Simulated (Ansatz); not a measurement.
Start from Al2Cu (space group I4/mcm, No. 140; a = 6.006 Å, c = 4.790 Å).

The values are results of DFT with r2SCAN, PAW potentials and a 500 eV plane-wave cutoff in Ansatz (an electronic-structure program), no SOC, not measurements.

Before the change:

- Volume per atom: 14.40 Å³
- c/a ratio: 0.798

Perturbation: full substitution Al → P; the structure is relaxed again.

Tabulated Pauling electronegativity and covalent radius: Al 1.61, 1.21 Å; P 2.19, 1.07 Å.

Question: What does the calculation give for the volume per atom after the change?

Answer: The volume per atom goes up by 0.08 Å³, from 14.40 Å³ to 14.48 Å³.

Question: What does the calculation give for the c/a ratio after the change?

Answer: The c/a ratio grows by 0.0437, from 0.798 to 0.841.

Whether these cells are dynamically stable was not tested. As relaxed here, CuP2 is a hypothetical phase, not in the database extracts checked. All final runs are without spin polarisation.
